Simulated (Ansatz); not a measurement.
**How the c axis length of C (model structure, P6/m, No. 175, 24 atoms in the cell) moves with the method**

No measured value is used here.

| level (code) | value (Å) |
|---|---|
| LDA (Ansatz) | ? |
| PBE (Ansatz) | 2.466 |
| PBEsol (Ansatz) | ? |
| PBE-D3(BJ) (Ansatz) | 2.465 |
| r²SCAN (Ansatz) | 2.455 |
| r²SCAN+rVV10 (Ansatz) | 2.455 |

**Question.** Fill in the missing entries.

**Answer.** 
- LDA (Ansatz, a quantum-chemistry and plane-wave program), value (Å): 2.444
- PBEsol (Ansatz), value (Å): 2.458

Cutoffs differ between the levels. Ansatz's density-functional and Hartree–Fock values are scalar-relativistic unless marked +SOC, with PAW data made under PBE.

A model structure was made by putting elements into a prototype or built by hand; it is no filed structure, need not be a known phase, and can be a saddle point held by its symmetry.
